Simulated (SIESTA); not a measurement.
**A self-consistent single point of MgGeAs₂ (I-42d, 8 atoms in the cell) with SIESTA**

Computed with SIESTA with LDA PW92, numerical atomic orbitals DZP, PseudoDojo LDA standard norm-conserving potentials (rewritten from UPF to PSML).

The input file:

```
# files in the folder: Mg.psml Ge.psml As.psml (PseudoDojo LDA standard)
SystemName  MgGeAs2
SystemLabel mggeas2

NumberOfAtoms                8
NumberOfSpecies              3
%block ChemicalSpeciesLabel
  1 12 Mg
  2 32 Ge
  3 33 As
%endblock ChemicalSpeciesLabel
LatticeConstant              1.0 Ang
%block LatticeVectors
    -2.979500000    2.979500000    5.553230000
     2.979500000   -2.979500000    5.553230000
     2.979500000    2.979500000   -5.553230000
%endblock LatticeVectors
AtomicCoordinatesFormat      Fractional
%block AtomicCoordinatesAndAtomicSpecies
     0.750000000    0.250000000    0.500000000  1
     0.000000000    0.000000000    0.000000000  1
     0.500000000    0.500000000    0.000000000  2
     0.250000000    0.750000000    0.500000000  2
     0.875000000    0.399900000    0.024900000  3
     0.600100000    0.625000000    0.475100000  3
     0.375000000    0.850100000    0.975100000  3
     0.149900000    0.125000000    0.524900000  3
%endblock AtomicCoordinatesAndAtomicSpecies

XC.functional                LDA
XC.authors                   PW92
PAO.BasisSize                DZP
PAO.EnergyShift              0.01 Ry
MeshCutoff                   300 Ry
%block kgrid.MonkhorstPack
    3   0   0  0.0
    0   3   0  0.0
    0   0   3  0.0
%endblock kgrid.MonkhorstPack
OccupationFunction           FD
ElectronicTemperature        0.05 eV

MaxSCFIterations             150
SCF.Mixer.Method             Pulay
SCF.Mixer.Weight             0.25
SCF.Mixer.History            6
SCF.DM.Tolerance             1.0E-05
Diag.ParallelOverK           true
WriteForces                  true
```

Output, abridged:

```
reinit: Reading from file input.fdf

reinit: System Name: MgGeAs2
reinit: System Label: mggeas2

coor:   Atomic-coordinates input format  =     Fractional

siesta: Atomic coordinates (Bohr) and species
siesta:      0.00000   5.63044   5.24704  1        1
siesta:      0.00000   0.00000   0.00000  1        2
siesta:      0.00000   0.00000  10.49408  2        3
siesta:      5.63044   0.00000   5.24704  2        4
siesta:     -2.53482   2.81522  13.11760  3        5
siesta:      2.81522   2.53482   7.87056  3        6
siesta:      8.16526   2.81522   2.62352  3        7
siesta:      2.81522   3.09562  -2.62352  3        8

siesta: System type = bulk

initatomlists: Number of atoms, orbitals, and projectors:      8   126   124

siesta: ******************** Simulation parameters ****************************
redata: Spin configuration                          = none
redata: Time-Reversal Symmetry                      = T
redata: Number of Atomic Species                    =        3
redata: Mesh Cutoff                                 =   300.0000 Ry
redata: Net charge of the system                    =     0.0000 |e|
redata: Min. number of SCF Iter                     =        0
redata: Max. number of SCF Iter                     =      150
redata: SCF convergence failure will abort job
redata: SCF mix quantity                            = Hamiltonian
redata: Mix DM or H after convergence               =   F
redata: Recompute H after scf cycle                 =   F
redata: Mix DM in first SCF step                    =   T
redata: No kicks to SCF
redata: DM Mixing Weight for Kicks                  =     0.5000
redata: Require Harris convergence for SCF          =   F
redata: Harris energy tolerance for SCF             =     0.000100 eV
redata: Require DM convergence for SCF              =   T
redata: DM tolerance for SCF                        =     0.000010
redata: Require EDM convergence for SCF             =   F
redata: EDM tolerance for SCF                       =     0.001000 eV
redata: Require H convergence for SCF               =   T
redata: Hamiltonian tolerance for SCF               =     0.001000 eV
redata: Require (free) Energy convergence for SCF   =   F
redata: (free) Energy tolerance for SCF             =     0.000100 eV
redata: Using DFT-D3 dispersion                     =   F
redata: Using Saved Data (generic)                  =   F
redata: Method of Calculation                       = Diagonalization
redata: Electronic Temperature                      =   580.2259 K
redata: Number of TDED substeps                     =        3
redata: Dynamics option                             = Single-point calculation
redata: Save all siesta data in one NC              =   F
redata: ***********************************************************************

%block SCF.Mixers
  Pulay
%endblock SCF.Mixers

%block SCF.Mixer.Pulay
  # Mixing method
  method pulay
  variant stable

  # Mixing options
  weight 0.2500
  weight.linear 0.2500
  history 6
%endblock SCF.Mixer.Pulay

DM_history_depth set to one: no extrapolation allowed by default for geometry relaxation
Size of DM history Fstack: 1
Total number of electrons:   108.000000
Total ionic charge:   108.000000

* ProcessorY, Blocksize:    1  64

* Orbital distribution balance (max,min):   126   126

 Kpoints in:           18 . Kpoints trimmed:           14

siesta: k-grid: Number of k-points = 14
siesta: k-points from Monkhorst-Pack grid
siesta: k-cutoff (effective) =     8.938 Ang
siesta: k-point supercell and displacements
siesta: k-grid:     3     0     0      0.000
siesta: k-grid:     0     3     0      0.000
siesta: k-grid:     0     0     3      0.000

diag: Algorithm                                     = D&C
diag: Parallel over k                               =   F
diag: Use parallel 2D distribution                  =   F
diag: Parallel block-size                           = 64
diag: Parallel distribution                         =     1 x     1
diag: Used triangular part                          = Lower
diag: Absolute tolerance                            =  0.100E-15
diag: Orthogonalization factor                      =  0.100E-05
diag: Memory factor                                 =  1.0000

superc: Internal auxiliary supercell:     5 x     5 x     5  =     125
superc: Number of atoms, orbitals, and projectors:   1000  15750  15500

                        Single-point calculation

superc: Internal auxiliary supercell:     5 x     5 x     5  =     125
superc: Number of atoms, orbitals, and projectors:   1000  15750  15500

outcell: Unit cell vectors (Ang):
       -2.979500    2.979500    5.553230
        2.979500   -2.979500    5.553230
        2.979500    2.979500   -5.553230

outcell: Cell vector modules (Ang)   :    6.970883    6.970883    6.970883
outcell: Cell angles (23,13,12) (deg):    129.3920    129.3920     74.3806
outcell: Cell volume (Ang**3)        :    197.1934
new_DM -- step:     1
Initializing Density Matrix...

Attempting to read DM from file... Failed...
DM filled with atomic data:

InitMesh: MESH = 64 x 64 x 50 = 204800
InitMesh: Mesh cutoff (required, used) =   300.000   301.606 Ry

stepf: Fermi-Dirac step function

        iscf     Eharris(eV)        E_KS(eV)     FreeEng(eV)     dDmax    Ef(eV) dHmax(eV)
   scf:    1   -19607.515824   -19608.500341   -19608.500350  1.399330 -3.843986  4.669719
   scf:    2   -19609.261437   -19608.923309   -19608.923357  0.022414 -3.838647  3.309225
   scf:    3   -19609.168908   -19609.073312   -19609.073573  0.038475 -3.861614  1.234649
   scf:    4   -19609.101468   -19609.089966   -19609.090428  0.023570 -3.910315  0.158490
   scf:    5   -19609.091598   -19609.091071   -19609.091555  0.004734 -3.926713  0.016231
   scf:    6   -19609.090871   -19609.091031   -19609.091506  0.000728 -3.924128  0.036866
   scf:    7   -19609.091127   -19609.091111   -19609.091594  0.000573 -3.923168  0.002197
   scf:    8   -19609.091112   -19609.091112   -19609.091594  0.000044 -3.923263  0.000297
   scf:    9   -19609.091111   -19609.091112   -19609.091594  0.000012 -3.923235  0.000068
   scf:   10   -19609.091112   -19609.091112   -19609.091594  0.000002 -3.923241  0.000061

SCF Convergence by DM+H criterion
max |DM_out - DM_in|         :     0.0000024034
max |H_out - H_in|      (eV) :     0.0000609827
SCF cycle converged after 10 iterations

Using DM_out to compute the final energy and forces

siesta: E_KS(eV) =           -19609.0911

siesta: E_KS - E_eggbox =    -19609.0911

siesta: Atomic forces (eV/Ang):
     1   -0.000052   -0.000032    0.000138
     2   -0.000032   -0.000052    0.000138
     3    0.000099    0.000096   -0.000185
     4    0.000096    0.000099   -0.000185
     5   -0.320510    0.000017    0.000279
     6    0.000006    0.320342   -0.000644
     7    0.320342    0.000006   -0.000644
     8    0.000017   -0.320510    0.000279
   Tot   -0.000034   -0.000034   -0.000824
   Max    0.320510
   Res    0.130813    sqrt( Sum f_i^2 / 3N )
   Max    0.320510    constrained

Stress tensor Voigt[x,y,z,yz,xz,xy] (kbar):       -3.27       -3.27        4.24       -0.01       -0.01       -0.05
(Free)E + p*V (eV/cell)   -19608.9971
Target enthalpy (eV/cell)   -19609.0916

siesta: Program's energy decomposition (eV):
siesta: Ebs     =     -3318.368715
siesta: Eions   =     21016.688688
siesta: Ena     =       758.374058
siesta: Ekin    =     13787.775250
siesta: Enl     =     -9052.215827
siesta: Eso     =         0.000000
siesta: Edftu   =         0.000000
siesta: DEna    =        46.258753
siesta: DUscf   =         1.634571
siesta: DUext   =         0.000000
siesta: Ex      =     -3825.769237
siesta: Ec      =      -308.459992
siesta: Exc     =     -4134.229229
siesta: Eharris =    -19609.091112
siesta: Etot    =    -19609.091112
siesta: FreeEng =    -19609.091594

siesta: Atomic forces (eV/Ang):
siesta:      1   -0.000052   -0.000032    0.000138
siesta:      2   -0.000032   -0.000052    0.000138
siesta:      3    0.000099    0.000096   -0.000185
siesta:      4    0.000096    0.000099   -0.000185
siesta:      5   -0.320510    0.000017    0.000279
siesta:      6    0.000006    0.320342   -0.000644
siesta:      7    0.320342    0.000006   -0.000644
siesta:      8    0.000017   -0.320510    0.000279
siesta: ----------------------------------------
siesta:    Tot   -0.000034   -0.000034   -0.000824

siesta: Stress tensor (static) (eV/Ang**3):
siesta:    -0.002041   -0.000033   -0.000005
siesta:    -0.000033   -0.002041   -0.000005
siesta:    -0.000005   -0.000005    0.002644

siesta: Cell volume =        197.193426 Ang**3

siesta: Pressure (static):
siesta:                Solid            Molecule  Units
siesta:           0.00000522         -0.00002641  Ry/Bohr**3
siesta:           0.00047915         -0.00242523  eV/Ang**3
siesta:           0.76768723         -3.88564916  kBar
```

The run converged in 10 iterations.

The starting cell comes from a database of computed structures (which also holds hypothetical and non-ambient phases and stackings), without a prior relaxation at this level. Values carry the incompleteness of an atom-centred basis.

Cost on one core of a shared machine: roughly 40 s.
